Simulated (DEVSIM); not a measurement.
System: Si n-i-p diode, at 300 K.

Layer 1 from the left is Si, thickness (μm) 0.430, Nd (cm⁻³) 1.5e17, τn (s) 0.00013, τp (s) 0.00013. Layer 2 from the left is Si, thickness (μm) 20.0, Na (cm⁻³) 5e12, τn (s) 3.9e-5, τp (s) 0.00013. Layer 3 from the left is Si, thickness (μm) 1.90, Na (cm⁻³) 6.1e18, τn (s) 0.00013, τp (s) 0.00013.

Left contact: ohmic. Right contact: ohmic. Voltage is applied to the left contact. Recombination: SRH at mid-gap, radiative. Gap narrowing is on: ΔEg = 6.92 meV × (l + √(l² + 0.5)), l = ln(N/1.3e17 cm⁻³), shared equally by both band edges. Mobility is μmin + (μ − μmin)/(1 + (N/Nref)^α).

The device is made up for the run: typed textbook-type constants, with dimensions and the other settings drawn at random. Values at 300 K.

Si: gap (eV) 1.124, affinity (eV) 4.05, permittivity 11.7, Nc (cm⁻³) 2.86e19, Nv (cm⁻³) 3.1e19, μn (cm²/Vs) 1417, μp (cm²/Vs) 470, μn,min 52, μp,min 45, Nref,n 9.7e16, Nref,p 2.2e17, αn 0.68, αp 0.72, B (cm³/s) 4.7e-15.

Model (solved in DEVSIM): 1D drift-diffusion, Boltzmann statistics, complete ionisation; no tunnelling, impact ionisation, image-force lowering or self-heating.

What does the simulation give for the dark forward voltage at 100 A/cm², the dark forward voltage at 1 A/cm², the potential step across the device at zero bias?

dark forward voltage at 100 A/cm² 0.808 V; dark forward voltage at 1 A/cm² 0.640 V; potential step across the device at zero bias 0.916 V.
